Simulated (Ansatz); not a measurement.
The parent structure is AlCr2C (space group P6_3/mmc, No. 194; non-magnetic).

```xyz
8
Lattice="2.8403 0.0000 0.0000 -1.4202 2.4598 0.0000 0.0000 0.0000 12.7048" Properties=species:S:1:pos:R:3 pbc="T T T"
Al     0.0000     1.6399     9.5286
Al     1.4202     0.8199     3.1762
Cr     0.0000     1.6399     1.0708
Cr     1.4202     0.8199     7.4232
Cr     1.4202     0.8199    11.6340
Cr     0.0000     1.6399     5.2816
C      0.0000     0.0000     0.0000
C      0.0000     0.0000     6.3524
```

Cartesian axes are those of the cell as printed.

Computed with Kohn–Sham DFT with the PBE functional, run in Ansatz (a program for electronic structure) with PAW and 420 eV plane waves, no spin-orbit coupling.

Before the change:

```
Quantity                           Result
-----------------------------  ----------
Pressure                          0.0 GPa
Band gap                             zero
Shortest interatomic distance  3.701 bohr
```

One thing is altered: biaxial strain +1.21 %, plane normal [001], relaxed out of plane (Cartesian); in-plane vectors clamped, the third vector and the atoms free.

Q: What does the calculation give for the pressure after the change?

A: The pressure (mean of the normal stresses, compression positive) goes from zero to -3.0 GPa.

Q: What does the calculation give for the band gap after the change?

A: The band gap stays zero.

Q: What does the calculation give for the shortest interatomic distance after the change?

A: The shortest interatomic distance grows by 0.017 bohr (3.701 bohr → 3.718 bohr).

Stability against distortions was not tested. Seeded moments were not kept for the base. The final runs are not spin-polarised.
